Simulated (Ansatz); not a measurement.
CePd (Cmcm, No. 63; cell taken from a computed entry) was calculated with r²SCAN in Ansatz (plane waves, PAW).

Settings: plane-wave cutoff 500 eV, 16×16×12 k mesh (along the axes of the cell as run), Fermi–Dirac smearing 0.1 eV, spin-polarised start, scalar-relativistic PAW data made under PBE.

Computed at the level's own relaxed cell.

Problem. Predict the volume per atom.

Solution. 
- volume per atom: 24.47 Å³/atom

Note: the magnetic order was assumed, not searched for or taken from measurement; the relaxation could not lower the start's symmetry, so the cell can be a saddle point above a distorted one; the 4f shell is treated without U or exact exchange, so its levels and filling can be wrong.

Spin–orbit coupling is not included.

The computed numbers hold no vibrational or temperature effects.

Cost on a shared machine: about 80 core-minutes (a rough figure).

Ansatz is a quantum-chemistry and plane-wave program.
